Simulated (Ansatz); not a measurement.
System: WRu3 (model structure, started from the Cu3Au type, Pm-3m, No. 221, 4 atoms in the cell). Method: r²SCAN (PAW; Ansatz, a program for electronic structure).

Numerical settings: plane-wave cutoff 560 eV, 14×14×14 k mesh, Fermi–Dirac smearing 0.05 eV, no spin polarisation, scalar-relativistic PAW data made under PBE.

Cell (relaxed at this level):

```
Ru3W
1.0
    3.83315     0.00000     0.00000
    0.00000     3.83315     0.00000
    0.00000     0.00000     3.83315
Ru W
3 1
Direct
  0.00000   0.50000   0.50000
  0.50000   0.50000   0.00000
  0.50000   0.00000   0.50000
  0.00000   0.00000   0.00000
```

Problem. Predict the bulk modulus B0.

Solution. 
- bulk modulus B0: 334 GPa

Note: the run has no spin polarisation, so it can have missed a magnetic state; the bulk modulus is −V dP/dV from two relaxed cells at ±2 % in volume; the relaxation could raise the start's symmetry but not lower it, so the cell can be a saddle point.

Spin–orbit coupling is not included.

It cost around 60 core-seconds (rough) of CPU time.

A model structure was made by putting elements into a prototype or built by hand; it is no filed structure, need not be a known phase, and can be a saddle point held by its symmetry.
